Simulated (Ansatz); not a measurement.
A self-consistent single point of ZnS (P6_3mc, 20 atoms in the cell) with Ansatz (a quantum-chemistry and plane-wave program).

Level of theory: PBE, PAW files (plane waves; Ansatz).

```
CELL_PARAMETERS angstrom
      3.80770     0.00000     0.00000
     -1.90385     3.29757     0.00000
      0.00000     0.00000    31.14551
ATOMIC_POSITIONS crystal
  Zn 0.66667 0.33333 0.20000
  Zn 0.33333 0.66667 0.70000
  Zn 0.00000 0.00000 0.80000
  Zn 0.00000 0.00000 0.30000
  Zn 0.66667 0.33333 0.90000
  Zn 0.33333 0.66667 0.40000
  Zn 0.33333 0.66667 0.10010
  Zn 0.66667 0.33333 0.60010
  Zn 0.00000 0.00000 0.00010
  Zn 0.00000 0.00000 0.50010
  S  0.66667 0.33333 0.27490
  S  0.33333 0.66667 0.77490
  S  0.00000 0.00000 0.07500
  S  0.00000 0.00000 0.57500
  S  0.66667 0.33333 0.67500
  S  0.33333 0.66667 0.17500
  S  0.00000 0.00000 0.87490
  S  0.00000 0.00000 0.37490
  S  0.33333 0.66667 0.47510
  S  0.66667 0.33333 0.97510
```

Reference input (self-consistent single point, DFT, PBE, plane waves, PAW files): basis.ecutwfc = 30.9 Ry; kpoints.mp_grid.grid = 6 6 1; hamiltonian.xc = pbe; hamiltonian.pseudopotentials = {kind: paw} (the program's default PAW files); scf.occupations.method = fixed. This run's input differs from it in these lines:

Ansatz 0.2 input:
```diff
@@ -28,2 +28,3 @@
   ecutwfc: 30.9 Ry
+  ecutrho_ratio: 2
 kpoints:
```

Output (repeated stretches shortened):

```
SCF iter   1: F=—  HF=-42228.325086 eV  |F-HF|=—  |Δ(HF+E_count)|=         —  Δρ=4.12e-2  dr2=4.09e0  ethr=3.10e-3  ⟨swp⟩=4.9  Hψ=3118  notcnv=0  defer=103
all-band conjugate gradients solve this SCF's bands
preconditioner: auto → Resta (q_TF=auto, 2.397 Å⁻¹)
SCF iter   2: F=—  HF=-42227.505588 eV  |F-HF|=—  |Δ(HF+E_count)|=   8.19e-1  Δρ=1.64e-2  dr2=8.93e-1  ethr=2.27e-3  ⟨swp⟩=2.0  Hψ=1449  notcnv=0  defer=115
   [... lines left out ...]
SCF iter   7: F=—  HF=-42227.376298 eV  |F-HF|=—  |Δ(HF+E_count)|=   4.49e-4  Δρ=1.15e-4  dr2=2.42e-5  ethr=1.62e-7  ⟨swp⟩=2.0  Hψ=1306  notcnv=0  defer=125
SCF iter   8: F=—  HF=-42227.376168 eV  |F-HF|=—  |Δ(HF+E_count)|=   1.30e-4  Δρ=7.54e-5  dr2=1.04e-5  ethr=1.35e-8  ⟨swp⟩=2.0  Hψ=1314  notcnv=0  defer=98
SCF iter   9: F=—  HF=-42227.376167 eV  |F-HF|=—  |Δ(HF+E_count)|=   1.22e-6  Δρ=1.57e-5  dr2=6.36e-7  ethr=5.77e-9  ⟨swp⟩=2.0  Hψ=1227  notcnv=0  defer=98
SCF iter  10: F=-42227.376168 eV  HF=-42227.376168 eV  |F-HF|=1.26e-7  |Δ(HF+E_count)|=   7.70e-7  Δρ=3.35e-6  dr2=5.87e-8  ethr=5.56e-11  ⟨swp⟩=20.1  Hψ=5785  notcnv=0
SCF 1 converged in 10 iterations: F = -42227.376168 eV  dr2 = 5.87e-8
Free energy (F): -42227.376168 eV
Internal energy: -42227.376168 eV  (E = F + TS)
E sigma→0 (E₀):  -42227.376168 eV
Fermi energy:    5.892456 eV
--- Forces (eV/Å), atoms counted from 1 ---
  atom   1  Zn    -0.00000000     0.00000000    -0.00043895
  atom   2  Zn     0.00000000    -0.00000000    -0.00043895
  atom   3  Zn     0.00000000    -0.00000000    -0.00923681
  atom   4  Zn     0.00000000     0.00000000    -0.00923681
  atom   5  Zn     0.00000000    -0.00000000     0.01855668
  atom   6  Zn    -0.00000000     0.00000000     0.01855668
  atom   7  Zn     0.00000000     0.00000000    -0.00967826
  atom   8  Zn     0.00000000    -0.00000000    -0.00967826
  atom   9  Zn    -0.00000000     0.00000000     0.00791848
   [... lines left out ...]
        0.000000       0.000000       2.560678
  P = ⅓ Tr σ = 2.6427 GPa (26.427 kbar)
  The stress holds the Pulay correction, which leaves out the density cutoff's part. Without it, at fixed plane waves, as pw.x and ABINIT print it …
settings of this run that can trade accuracy for cost: basis.ecutrho_ratio < 4. Do not mix this run's numbers with those of runs without the same settings …
```

The run converged in 10 iterations. Against the reference run the free energy falls by 6.4 meV/atom, the pressure goes from 2.31 to 2.64 GPa, the largest force hardly changes (0.018 to 0.019 eV/Å) and the gap on the mesh stays at 2.155 eV. The full log also holds: “WARN basis.ecutrho_ratio = 2 (ecutrho = 840.8318350010292 eV) is below the records' recommended cutoff”.

The starting cell comes from a database of computed structures (which also holds hypothetical and non-ambient phases and stackings), without a prior relaxation at this level. Its lattice was rescaled by a random factor within 2.5 % of one. Ansatz's pressure includes its estimate of the finite-basis (Pulay) stress. The cutoff lies below the one recommended for these files.
